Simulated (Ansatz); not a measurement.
Start from SiC (space group P6_3mc, No. 186; a = 3.078 Å, c = 10.076 Å).

Computed with Kohn–Sham DFT with the PBEsol functional, run in Ansatz (a quantum-chemistry and plane-wave program) with PAW and 420 eV plane waves, without spin-orbit coupling.

Strains are applied to the cell and any free atomic positions relax.

One change was made to it. Results:

```json
[
 {"quantity": "band gap", "base": "2.12 eV", "after": "2.11 eV"},
 {"quantity": "gap character", "base": "indirect, Γ → M", "after": "indirect, Γ → M"},
 {"quantity": "pressure (mean of the normal stresses, compression positive)", "base": "-0.01 GPa", "after": "-9.10 GPa"},
 {"quantity": "smallest direct gap", "base": "3.24 eV", "after": "3.22 eV"}
]
```

**Question.** Which of these changes matches the shifts?
A. isotropic strain +3.00 %
B. isotropic strain +1.50 %
C. isotropic strain +0.75 %
D. isotropic strain +2.25 %

**Answer.** B, isotropic strain +1.50 %. For comparison, the pressure in the other runs: isotropic strain +2.25 % gives -13.02 GPa; isotropic strain +0.75 % gives -4.77 GPa; isotropic strain +3.00 % gives -16.55 GPa.

Whether these cells are dynamically stable was not tested.
